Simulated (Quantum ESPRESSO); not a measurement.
A user runs Quantum ESPRESSO on CdS2O7 (P2_1/c, 40 atoms in the cell) and asks whether the run is sound. The aim is a self-consistent single point with DFT, PBEsol, plane waves, GBRV 1.5 ultrasoft (PBESOL) pseudopotentials.

Cell that was meant: a = 5.1841 Å, b = 13.0015 Å, c = 9.6324 Å, α = 90.00°, β = 121.00°, γ = 90.00°.

Part of the input:

```fortran
&system
    ibrav = 0
    celldm(1) = 9.7964725109
    nat = 39
    ntyp = 3
    ecutwfc = 40
    ecutrho = 200
```

Output (repeated stretches shortened):

```
     G-vector sticks info
     --------------------
     sticks:   dense  smooth     PW     G-vecs:    dense   smooth      PW
   [... lines left out ...]
        k(    2) = (   0.0000000   0.0000000  -0.3139199), wk =   0.3333333
        k(    3) = (   0.3333333   0.0000000   0.2002520), wk =   0.6666667
        k(    4) = (   0.3333333   0.0000000  -0.1136679), wk =   0.6666667

     Dense  grid:   179283 G-vectors     FFT dimensions: (  45, 120,  81)

     Smooth grid:   128437 G-vectors     FFT dimensions: (  40, 100,  75)

     Initial potential from superposition of free atoms

     starting charge     255.9995, renormalised to     258.0000

     negative rho (up, down):  8.655E-02 0.000E+00
     Self-consistent Calculation

     iteration #  1     ecut=    40.00 Ry     beta= 0.70

     negative rho (up, down):  8.789E-02 0.000E+00

     total energy              =   -1515.47917711 Ry
     estimated scf accuracy    <       8.74976775 Ry

     iteration #  2     ecut=    40.00 Ry     beta= 0.70

     negative rho (up, down):  8.801E-02 0.000E+00

     total energy              =   -1518.30207459 Ry
     estimated scf accuracy    <      10.33541516 Ry

     iteration #  3     ecut=    40.00 Ry     beta= 0.70

     negative rho (up, down):  8.792E-02 0.000E+00

     total energy              =   -1519.72367293 Ry
     estimated scf accuracy    <       0.42150289 Ry

   [... 13 blocks of this kind left out ...]

     iteration # 17     ecut=    40.00 Ry     beta= 0.70

     negative rho (up, down):  8.813E-02 0.000E+00

     total energy              =   -1519.99613626 Ry
     estimated scf accuracy    <          9.1E-11 Ry

     iteration # 18     ecut=    40.00 Ry     beta= 0.70

     negative rho (up, down):  8.813E-02 0.000E+00
     End of self-consistent calculation

     highest occupied, lowest unoccupied level (ev):     3.6803    6.6043

!    total energy              =   -1519.99613626 Ry
     estimated scf accuracy    <          1.0E-12 Ry

     convergence has been achieved in  18 iterations

     negative rho (up, down):  8.813E-02 0.000E+00

     Forces acting on atoms (cartesian axes, Ry/au):

     atom    1 type  1   force =     0.00094234   -0.01169923   -0.00678703
     atom    2 type  1   force =    -0.00029117    0.00376113   -0.00095576
     atom    3 type  1   force =     0.00023584    0.00715317   -0.00009815
     atom    4 type  1   force =    -0.00080319   -0.00817318    0.01143053
     atom    5 type  2   force =     0.01841864    0.01837721    0.00734553
   [... lines left out ...]
     Total force =     0.324733     Total SCF correction =     0.000002
   [... lines left out ...]

     negative rho (up, down):  8.813E-02 0.000E+00
          total   stress  (Ry/bohr**3)                   (kbar)     P=       37.85
   0.00030612   0.00001428  -0.00001429           45.03        2.10       -2.10
   0.00001428   0.00022583  -0.00001717            2.10       33.22       -2.53
  -0.00001429  -0.00001717   0.00024003           -2.10       -2.53       35.31

   JOB DONE.
```

Is anything amiss in this input, and did it matter?

The run is not sound. The fault is an atom count that does not match the list of atoms. The program trusts the stated count: too many runs off the end of the list, too few can drop atoms without a word. To fix it, make the count match the list. The run converged in 18 iterations without an error; against the sound input the pressure goes from 3.49 to 3.79 GPa, the largest force goes from 1.009 to 4.756 eV/Å and the gap on the mesh goes from 4.363 to 2.924 eV. The full log also holds: “Warning: card O    -2.2456327156    3.1291937996    5.8131714858 ignored” and “c_bands:  1 eigenvalues not converged”.

The sound input it was made from differs as follows (other fixes are possible):
```diff
-    nat = 39
+    nat = 40
```

With that input, the run converged in 17 iterations: free energy E − TS -21119.9277 eV; top of the valence band (on the code's own zero) 2.62 eV; gap on the k-point mesh 4.36 eV; pressure 3.49 GPa; largest force (vector length) 1.009 eV/Å (DFT, PBEsol, plane waves, GBRV 1.5 ultrasoft (PBESOL) pseudopotentials).

On the sound input: the starting cell comes from a database of computed structures (which also holds hypothetical and non-ambient phases and stackings), without a prior relaxation at this level. With a pressure of about 3 GPa the cell is away from its equilibrium volume at this level. Forces in this geometry exceed 1 eV/Å.
